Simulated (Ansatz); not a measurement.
The parent structure is Y in the hcp (Mg type) structure (space group P6_3/mmc, No. 194; a = 3.5995 Å, c = 5.5872 Å).

Computed with PBEsol, PAW, 420 eV (Ansatz, a quantum-chemistry and plane-wave program; no SOC), earlier PAW set.

One change was made to it. Results:

The shortest interatomic distance goes up by 1.3378 bohr, from 6.580 bohr to 7.917 bohr; the c/a ratio rises by 0.091, from 1.552 to 1.643; the density drops by 1.93 g/cm³ (4.71 g/cm³ → 2.78 g/cm³); the band gap remains zero.

Task: What was done to the base?
(A) Y → Sr
(B) Y → Ba
(C) Y → Cr

Result: A, Y → Sr. For comparison, the shortest interatomic distance in the other runs: Y → Ba gives 8.204 bohr; Y → Cr gives 4.643 bohr.

No phonon test of stability was made. As relaxed here, Ba is a hypothetical phase, not in the database extracts checked. Seeded moments were not kept for Y → Cr. All final runs are without spin polarisation. Real Cr is antiferromagnetic at low temperature and ambient pressure, an order that this cell doesn't hold. This is not the structure that Sr has at room temperature and ambient pressure. This is not the structure that Cr has at room temperature and ambient pressure.
